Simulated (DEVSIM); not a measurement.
System: illuminated Si n-on-p cell, one wavelength, at 400 K.

| layer (left to right) | material | thickness (μm) | Nd (cm⁻³) | Na (cm⁻³) | τn (s) | τp (s) | absorption coefficient (cm⁻¹) |
|---|---|---|---|---|---|---|---|
| 1 | Si | 0.980 | 4e18 | - | 5.8e-8 | 4.3e-7 | 2000 |
| 2 | Si | 230 | - | 1.2e15 | 1e-6 | 1e-6 | 2000 |

Left contact: ohmic, minority hole recombination velocity 9e6 cm/s. Right contact: ohmic, minority electron recombination velocity 100 cm/s. Voltage is applied to the left contact. Recombination: SRH at mid-gap, radiative, Auger. Gap narrowing is on: ΔEg = 6.92 meV × (l + √(l² + 0.5)), l = ln(N/1.3e17 cm⁻³), shared equally by both band edges. Light enters at the left, 2.3e17 photons cm⁻² s⁻¹, one pass, no reflection. Mobility is μmin + (μ − μmin)/(1 + (N/Nref)^α).

The device is made up for the run: typed textbook-type constants, with dimensions and the other settings drawn at random. Values at 300 K; Nc and Nv go as T^1.5, mobilities as T to minus their exponent, the gap by Varshni's rule with the affinity fixed.

```
parameter               Si
----------------  --------
gap (eV)             1.124
affinity (eV)         4.05
permittivity          11.7
Nc (cm⁻³)          2.86e19
Nv (cm⁻³)           3.1e19
μn (cm²/Vs)           1417
μp (cm²/Vs)            470
μn,min                  52
μp,min                  45
Nref,n              9.7e16
Nref,p              2.2e17
αn                    0.68
αp                    0.72
T exponent of μn       2.3
T exponent of μp       2.2
B (cm³/s)          4.7e-15
Cn (cm⁶/s)         2.8e-31
Cp (cm⁶/s)         9.9e-32
Varshni α (eV/K)  0.000473
Varshni β (K)          636
```

Model (solved in DEVSIM): 1D drift-diffusion, Boltzmann statistics, complete ionisation; no tunnelling, impact ionisation, image-force lowering or self-heating.

The photon flux was swept, all else fixed.

```csv
photon flux (cm^-2 s^-1),open-circuit voltage (V),largest power (mW/cm²),short-circuit current (mA/cm²),share of generated pairs collected at short circuit
6.9e15,?,0.0571,?,0.842
2.3e16,0.170,0.284,3.10,0.842
6.9e16,0.208,1.11,9.32,0.843
2.3e17,0.250,4.58,31.1,0.845
6.9e17,0.286,15.0,93.9,0.849
2.3e18,0.323,43.2,317,0.860
6.9e18,0.352,78.9,764,0.691
```

Problem. Fill in the missing entries.

Solution. 
- 6.9e15, open-circuit voltage (V): 0.129
- 6.9e15, short-circuit current (mA/cm²): 0.931
